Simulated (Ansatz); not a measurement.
The starting structures come from a database of crystals and need not be the phases stable at ambient conditions.

```
CELL_PARAMETERS angstrom
      2.65230     0.00000     0.00000
     -1.32615     2.29696     0.00000
      0.00000     0.00000     4.32660
ATOMIC_POSITIONS crystal
  Li 0.00000 0.00000 0.50000
  Rh 0.66667 0.33333 0.00000
```

The cell is taken as given; by PBEsol it stands under a pressure of -2.7 GPa.

The run has a spin-polarised start.

Problem. Do the moments survive in Ansatz (a quantum-chemistry and plane-wave program) with PBEsol?

Solution. Hardly: the largest site moment (in a sphere of 0.41 times the shortest bond) ends at 0.00 μB at a Fermi-Dirac width of 0.1 eV, which can also quench a weak itinerant magnet.
